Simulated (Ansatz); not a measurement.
# K3P: pressure series

The reference is K3P (space group P6_3/mmc, No. 194; a = 5.674 Å, c = 10.036 Å; a model cell).

Cell and atoms are relaxed at each pressure.

Calculations: r2SCAN (Ansatz, a program for electronic structure), no spin-orbit coupling.

Candidates:
(a) pressure 0.3 GPa
(b) pressure 7.5 GPa
(c) pressure 5 GPa

Before the change:

| Property | Result |
|---|---|
| Band gap | 0.61 eV |

**Question.** Order them by band gap, highest first.

**Answer.** (b) pressure 7.5 GPa (0.98 eV), (c) pressure 5 GPa (0.90 eV), (a) pressure 0.3 GPa (0.64 eV)

Load acts through the strain it causes; cell and atoms are relaxed under it. Whether these cells are dynamically stable was not tested. No other phases were tried under pressure.
